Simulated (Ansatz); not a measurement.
End structure of the (111)A surface of zinc-blende CdTe, Cd-terminated, Br on every top atom (bottom of the slab: 2 H on 4 bottom sites):

```yaml
crystal:
  lattice:
    - [9.36209, 0.00000, 0.00000]
    - [-4.68105, 8.10781, 0.00000]
    - [0.00000, 0.00000, 33.00000]
  atoms:
    - { symbol: Te, position: [0.99779, 0.00221, 0.30879] }
    - { symbol: Te, position: [0.50254, 0.99746, 0.28921] }
    - { symbol: Te, position: [0.00254, 0.49746, 0.28921] }
    - { symbol: Te, position: [0.49779, 0.50221, 0.30879] }
    - { symbol: Cd, position: [0.35021, 0.14979, 0.32747] }
    - { symbol: Cd, position: [0.81392, 0.18608, 0.32729] }
    - { symbol: Cd, position: [0.31392, 0.68608, 0.32729] }
    - { symbol: Cd, position: [0.85021, 0.64979, 0.32747] }
    - { symbol: Te, position: [0.33333, 0.16667, 0.41413] }
    - { symbol: Te, position: [0.83333, 0.16667, 0.41413] }
    - { symbol: Te, position: [0.33333, 0.66667, 0.41413] }
    - { symbol: Te, position: [0.83333, 0.66667, 0.41413] }
    - { symbol: Cd, position: [0.16667, 0.33333, 0.44308] }
    - { symbol: Cd, position: [0.66667, 0.33333, 0.44308] }
    - { symbol: Cd, position: [0.16667, 0.83333, 0.44308] }
    - { symbol: Cd, position: [0.66667, 0.83333, 0.44308] }
    - { symbol: Te, position: [0.16690, 0.33310, 0.52962] }
    - { symbol: Te, position: [0.66659, 0.33341, 0.52970] }
    - { symbol: Te, position: [0.16659, 0.83341, 0.52970] }
    - { symbol: Te, position: [0.66690, 0.83310, 0.52962] }
    - { symbol: Cd, position: [0.00012, 0.99988, 0.56007] }
    - { symbol: Cd, position: [0.50006, 0.99994, 0.55982] }
    - { symbol: Cd, position: [0.00006, 0.49994, 0.55982] }
    - { symbol: Cd, position: [0.50012, 0.49988, 0.56007] }
    - { symbol: Te, position: [0.99999, 0.00001, 0.64570] }
    - { symbol: Te, position: [0.50008, 0.99992, 0.64552] }
    - { symbol: Te, position: [0.00008, 0.49992, 0.64552] }
    - { symbol: Te, position: [0.49999, 0.50001, 0.64570] }
    - { symbol: Cd, position: [0.33349, 0.16651, 0.67865] }
    - { symbol: Cd, position: [0.83325, 0.16675, 0.67862] }
    - { symbol: Cd, position: [0.33325, 0.66675, 0.67862] }
    - { symbol: Cd, position: [0.83349, 0.66651, 0.67865] }
    - { symbol: H, position: [0.00342, 0.99658, 0.25811] }
    - { symbol: H, position: [0.50342, 0.49658, 0.25811] }
    - { symbol: Br, position: [0.33368, 0.16632, 0.75476] }
    - { symbol: Br, position: [0.83304, 0.16696, 0.75474] }
    - { symbol: Br, position: [0.33304, 0.66696, 0.75474] }
    - { symbol: Br, position: [0.83368, 0.66632, 0.75476] }
```

Model: 38-atom slab, 16.8 Å thick at the start with caps and adatoms, 3x3x1 mesh, Fermi-Dirac 0.025 eV, dipole correction, 8 atoms held, the rest relaxed; symmetry of the start imposed; no spin (no spin-polarised run to compare, though such a face may carry moments), no spin-orbit, no U. The slab shows no gap over 0.04 eV on its mesh. It is one candidate, not shown to be the stable structure of the face.

Q: Predict the work function of the top face from PBE in Ansatz (an electronic-structure program).

A: 7.44 eV
